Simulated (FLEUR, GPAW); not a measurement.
A GPAW input for a self-consistent single point of KCaCl3 (Cm, 5 atoms in the cell) (DFT PBEsol, plane waves, GPAW PAW datasets PBEsol (made by gpaw-setup)):

```python
from ase import Atoms
from ase.units import GPa
from gpaw import GPAW, PW, FermiDirac

atoms = Atoms(['K', 'Ca', 'Cl', 'Cl', 'Cl'],
              cell=[[3.746408, -3.747829, 0.000000],
                    [3.746408, 3.747829, 0.000000],
                    [-0.000517, 0.000000, 5.298390]],
              scaled_positions=[[0.998050, 0.998050, 0.999980],
                                [0.497890, 0.497890, 0.485210],
                                [0.495520, 0.999420, 0.482780],
                                [0.999420, 0.495520, 0.482780],
                                [0.507290, 0.507290, 0.985140]],
              pbc=True)

calc = GPAW(mode=PW(600),
            xc='PBEsol',
            kpts=(3, 3, 3),
            occupations=FermiDirac(0.0),
            nbands=-4,
            convergence={'forces': 0.001, 'bands': -2},
            symmetry={'symmorphic': False, 'tolerance': 0.0005},
            maxiter=100)

atoms.calc = calc

energy = atoms.get_potential_energy()
print('Energy (eV):', round(energy, 6))
forces = atoms.get_forces()
print('Forces (eV/Ang):')
print(forces.round(5))
stress = atoms.get_stress()
print('Stress (GPa, Voigt):', (stress / GPa).round(4))
```

Problem. Write the same calculation as an input for FLEUR.

Solution. This is the input that was run; spellings and numerical settings could be chosen otherwise.

Input of the input generator:

```
KCaCl3 crystal
&input film=f /
3.7464080000 -3.7478290000 -0.0000000000
3.7464080000 3.7478290000 0.0000000000
-0.0005170000 0.0000000000 5.2983900000
1.8897261246
1.0 1.0 1.0

5
19 0.9980500000 0.9980500000 0.9999800000
20 0.4978900000 0.4978900000 0.4852100000
17 0.4955200000 0.9994200000 0.4827800000
17 0.9994200000 0.4955200000 0.4827800000
17 0.5072900000 0.5072900000 0.9851400000

&comp jspins=1 /
&exco xctyp='PBEs' /
&kpt div1=3 div2=3 div3=3 /
&end /
```

```xml
<?xml version="1.0" encoding="UTF-8" standalone="no"?>
<fleurInput fleurInputVersion="0.39">
   <comment>
      KCaCl3 crystal                                                                                      
   </comment>
   <calculationSetup>
      <cutoffs Kmax="4.3" Gmax="12.9" GmaxXC="12.9" numbands="0"/>
      <scfLoop itmax="60" minDistance="0.00001" maxIterBroyd="25" imix="Anderson" alpha="0.05" precondParam="0.0" spinf="2.0"/>
      <coreElectrons ctail="T" frcor="F" kcrel="0" coretail_lmax="0"/>
      <xcFunctional name="PBEs" relativisticCorrections="F"/>
      <magnetism jspins="1"/>
      <soc l_soc="F" theta="0.0" phi="0.0" spav="F"/>
      <expertModes spex="0" secvar="F"/>
      <geometryOptimization l_f="T" forcealpha="1.0" forcemix="BFGS" epsdisp="0.00001" epsforce="0.00001"/>
      <ldaU l_linMix="F" mixParam="0.05" spinf="1.0"/>
   </calculationSetup>
   <cell>
      <bzIntegration valenceElectrons="40.0" mode="hist" fermiSmearingEnergy="0.0001">
         <kPointListSelection listName="default-1"/>
         <!-- k-points included here -->
         <xi:include xmlns:xi="http://www.w3.org/2001/XInclude" href="kpts.xml"> </xi:include>
      </bzIntegration>
      <!-- symmetry operations included here -->
      <xi:include xmlns:xi="http://www.w3.org/2001/XInclude" href="sym.xml"> </xi:include>
      <bulkLattice scale="1.0">
         <bravaisMatrix>
            <row-1>    7.0796850710104371    -7.0823703718334929     0.0000000000000000</row-1>
            <row-2>    7.0796850710104371     7.0823703718334929     0.0000000000000000</row-2>
            <row-3>   -0.0009769884064182     0.0000000000000000    10.0125060013193945</row-3>
         </bravaisMatrix>
      </bulkLattice>
   </cell>
   <atomSpecies>
      <species name="Potassium (K)" element="K" atomicNumber="19">
         <mtSphere radius="2.68" gridPoints="925" logIncrement="0.013"/>
         <atomicCutoffs lmax="10" lnonsphr="8"/>
         <electronConfig flipSpins="F">
            <coreConfig>(1s1/2) (2s1/2) (2p1/2) (2p3/2)</coreConfig>
            <valenceConfig>(3s1/2) (3p1/2) (3p3/2) (4s1/2)</valenceConfig>
            <stateOccupation state="(4s1/2)" spinUp="0.5" spinDown="0.5"/>
         </electronConfig>
         <energyParameters s="4" p="4" d="3" f="4"/>
         <lo type="SCLO" l="0" n="3" eDeriv="0"/>
         <lo type="SCLO" l="1" n="3" eDeriv="0"/>
      </species>
      <species name="Calcium (Ca)" element="Ca" atomicNumber="20">
         <mtSphere radius="2.68" gridPoints="925" logIncrement="0.013"/>
         <atomicCutoffs lmax="10" lnonsphr="8"/>
         <electronConfig flipSpins="F">
            <coreConfig>(1s1/2) (2s1/2) (2p1/2) (2p3/2)</coreConfig>
            <valenceConfig>(3s1/2) (3p1/2) (3p3/2) (4s1/2)</valenceConfig>
         </electronConfig>
         <energyParameters s="4" p="4" d="3" f="4"/>
         <lo type="SCLO" l="0" n="3" eDeriv="0"/>
         <lo type="SCLO" l="1" n="3" eDeriv="0"/>
      </species>
      <species name="Chlorine (Cl)" element="Cl" atomicNumber="17">
         <mtSphere radius="1.88" gridPoints="649" logIncrement="0.018"/>
         <atomicCutoffs lmax="8" lnonsphr="6"/>
         <electronConfig flipSpins="F">
            <coreConfig>(1s1/2) (2s1/2) (2p1/2) (2p3/2)</coreConfig>
            <valenceConfig>(3s1/2) (3p1/2) (3p3/2)</valenceConfig>
            <stateOccupation state="(3p1/2)" spinUp="0.8333333333333" spinDown="0.8333333333333"/>
            <stateOccupation state="(3p3/2)" spinUp="1.6666666666667" spinDown="1.6666666666667"/>
         </electronConfig>
         <energyParameters s="3" p="3" d="3" f="4"/>
      </species>
   </atomSpecies>
   <atomGroups>
      <atomGroup species="Potassium (K)">
         <relPos label="                   1">-.0019500000 -.0019500000 -.0000200000</relPos>
         <force calculate="T" relaxXYZ="TTT"/>
      </atomGroup>
      <atomGroup species="Calcium (Ca)">
         <relPos label="                   2">.4978900000 .4978900000 .4852100000</relPos>
         <force calculate="T" relaxXYZ="TTT"/>
      </atomGroup>
      <atomGroup species="Chlorine (Cl)">
         <relPos label="                   3">.4955200000 -.0005800000 .4827800000</relPos>
         <relPos label="                   4">-.0005800000 .4955200000 .4827800000</relPos>
         <force calculate="T" relaxXYZ="TTT"/>
      </atomGroup>
      <atomGroup species="Chlorine (Cl)">
         <relPos label="                   5">-.4927100000 -.4927100000 -.0148600000</relPos>
         <force calculate="T" relaxXYZ="TTT"/>
      </atomGroup>
   </atomGroups>
   <output dos="F" band="F" slice="F">
      <checks vchk="F" cdinf="F"/>
      <bandDOS minEnergy="-.5*Htr" maxEnergy="0.5*Htr" sigma="0.015" storeEVData="T"/>
      <vacuumDOS vacdos="F" integ="F" star="F" nstars="0" locx1="0.0" locy1="0.0" locx2="0.0" locy2="0.0" nstm="0" tworkf="0.0"/>
      <unfoldingBand unfoldBand="F" supercellX="1" supercellY="1" supercellZ="1"/>
      <plotting iplot="0" polar="F">
         <plot TwoD="T" vec1="  1.0  0.0  0.0" vec2="  0.0  1.0  0.0" vec3="  0.0  0.0  1.0" zero="  0.0  0.0  0.0" file="plot"/>
      </plotting>
      <chargeDensitySlicing numkpt="0" minEigenval="0.0" maxEigenval="0.0" nnne="0" pallst="F"/>
      <specialOutput eonly="F"/>
      <magneticCircularDichroism mcd="F" energyLo="-10.0" energyUp="0.0"/>
   </output>
  <!-- We include the file relax.xml here to enable relaxations (see documentation) -->
  <xi:include xmlns:xi="http://www.w3.org/2001/XInclude" href="relax.xml"> <xi:fallback/> </xi:include>
</fleurInput>
```

Basis, cutoffs, solver keys and any potentials are the target program's own. This input uses DFT, PBEsol, all-electron FLAPW (FLEUR), scalar-relativistic valence.

The starting cell comes from a database of computed structures (which also holds hypothetical and non-ambient phases and stackings), without a prior relaxation at this level. For this run, on top of that: lattice scaled by 0.98.
